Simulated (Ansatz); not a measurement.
hcp Hf (1 1 0) on alpha quartz (1 0 0) (film strained to the substrate, started from cuts of the bulks and a machine-learned relaxation; slabs Si8O16 and Hf12, which can lie off the formulas)

A periodic stack without vacuum, hcp Hf (1 1 0) on alpha quartz (1 0 0) (film strained to the substrate, started from cuts of the bulks and a machine-learned relaxation; slabs Si8O16 and Hf12, which can lie off the formulas): substrate slab Si8O16, film Hf12, surface cells [[0, 1], [-1, 0]] and [[0, 1], [-1, 0]], film strained by -0.9 and -0.7 %, outermost planes O/O and Hf/Hf as cut, which need not be the usual terminations and can put a slab off its formula.

The start was prepared with a machine-learned potential, and the result is one local minimum, with the in-plane cell held and forces under 0.04 eV/Å; the film can end far from its bulk form.

The numbers are results of PBE (plane waves to 420 eV, PAW; Ansatz, a program for electronic structure), not measurements. Scalar-relativistic, without spin–orbit coupling; the runs are not spin-polarised; PBE gaps are too small against experiment. Its k-point mesh 6×6×1, Fermi–Dirac width 0.05 eV.

* **interface area**: 27.7 Å²
* **period**: 20.97 Å
* **heights between the nearest atoms of the two slabs at the two interfaces**: 0.51 and 1.39 Å
* **Hf–Si contacts across the interfaces within 1.22 times the sum of covalent radii**: 10, mean 2.98 Å
* **Hf–O contacts across the interfaces within 1.22 times the sum of covalent radii**: 10, mean 2.39 Å

```xyz
36
Lattice="5.5081 -0.0035 -0.1353 -0.0018 5.0168 -0.2622 -1.4665 -2.8499 21.1890" Properties=species:S:1:pos:R:3 pbc="T T T"
Si     1.7426    -0.4307     3.8930
Si    -0.2316     3.1843     1.7011
Si     3.2941     0.7804     1.3030
O      0.7552     2.8856     0.4148
O      4.3236     1.9481     1.9494
O      2.4913     0.3152     2.6869
O      0.5425     3.6386     3.0472
O      4.4478     4.4608     0.8369
O      2.7923     3.6586     4.4533
Si     1.9239     2.1991     8.1410
Si    -0.0236     0.8005     6.1128
Si     3.6437     3.2731     5.7700
O      1.0778     0.6395     4.9314
O      4.7958     4.3844     6.0953
O      2.6555     3.1696     7.0678
O      0.6992     1.3890     7.4520
O      4.3294     1.8289     5.4982
O      2.9986     1.0644     8.6848
Si     0.2278     3.1743    10.6573
Si     3.8922     0.4976     9.9034
O      1.4073     3.1471     9.3940
O      5.2853     1.3361    10.0790
O      2.9721     0.6924    11.3143
O      4.2443    -1.1309     9.9159
Hf     3.0679    -1.5538    11.9364
Hf     0.8976     0.8769    12.0756
Hf     0.3067    -1.5546    13.5116
Hf     3.8178     0.9863    13.6321
Hf     3.0015    -1.4530    15.1810
Hf     1.0364     1.0772    15.2354
Hf     0.2224    -1.3528    16.9435
Hf     3.8324     1.1510    16.7329
Hf     2.9835    -1.2833    18.4013
Hf     1.0917     1.2535    18.3912
Hf     0.4070    -1.2064    20.2528
Hf     3.8259     1.3797    19.9776
```
